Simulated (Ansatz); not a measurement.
# MoSi2, pressure series

Consider MoSi₂ (space group I4/mmm, No. 139).

```
CELL_PARAMETERS angstrom
     -1.60108     1.60108     3.90975
      1.60108    -1.60108     3.90975
      1.60108     1.60108    -3.90975
ATOMIC_POSITIONS crystal
  Mo 0.00000 0.00000 0.00000
  Si 0.33530 0.33530 0.00000
  Si 0.66470 0.66470 0.00000
```

Cell and atoms are relaxed at each pressure.

Method: plane-wave PAW DFT at the r2SCAN level (Ansatz, a quantum-chemistry and plane-wave program, 500 eV), spin-orbit coupling left out, earlier PAW set.

| pressure (GPa) | volume per atom (Å³/atom) |
|---|---|
| -2 | 13.489 |
| -1 | 13.426 |
| 0 | 13.363 |
| 0.3 | 13.345 |
| 0.7 | 13.321 |
| 1.5 | ? |
| 3 | 13.186 |
| 7.5 | 12.942 |
| 10 | 12.816 |

Problem. Fit the third-order Birch–Murnaghan form P(V) = (3B₀/2)[(V₀/V)^(7/3) − (V₀/V)^(5/3)]·[1 + (3/4)(B₀′ − 4)((V₀/V)^(2/3) − 1)] (squares taken in P) to the rows shown and predict the withheld row.

Solution. Least squares on the printed values gives V₀ = 13.363 Å³/atom, B₀ = 218 GPa, B₀′ = 4.4; this predicts 13.273 Å³/atom, and the run gives 13.273 Å³/atom, in agreement.

A case with no gap was solved on a k-mesh chosen for an insulator, which is coarse for it. Load acts through the strain it causes; cell and atoms are relaxed under it. Stability against distortions was not tested. No other phases were tried under pressure. The final runs are not spin-polarised.
